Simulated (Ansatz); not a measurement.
Consider the following.

```
HgI2
1.0
    4.21272     0.00000     0.00000
   -2.10636     3.64833     0.00000
    0.00000     0.00000    14.59402
Hg I
2 4
Direct
  0.33333   0.66667   0.25000
  0.66667   0.33333   0.75000
  0.33333   0.66667   0.61974
  0.66667   0.33333   0.11974
  0.66667   0.33333   0.38026
  0.33333   0.66667   0.88026
```

No spin polarisation.

Calculations: DFT with r2SCAN+rVV10, PAW potentials and a 500 eV plane-wave cutoff in Ansatz (a program for electronic structure), scalar-relativistic without spin-orbit coupling. k-mesh 9×9×3 (Γ-centred); smearing 0.05 eV (Fermi–Dirac).

Question: Predict the band gap, smallest direct gap, gap character and electron mass.

Answer: The band gap is 0.76 eV and the smallest direct gap is 0.82 eV. The gap character comes out as indirect, K–Γ (38 % along) → M and the electron mass comes out as 0.52 mₑ along k, 0.35 mₑ across (at M).

With Hg and I present, leaving out spin-orbit coupling can change the band edges. The cells carry an imposed strain or load. Effective masses come from finite differences of ±0.01 Å⁻¹. Along k means along the line from Γ to the band edge. Whether these cells are dynamically stable was not tested. The cell was made from HgI2 in the 2H-MoS2 type structure (space group P6_3/mmc, No. 194; a hypothetical phase, not in the database extracts checked) by this change: isotropic strain +1.40 %.
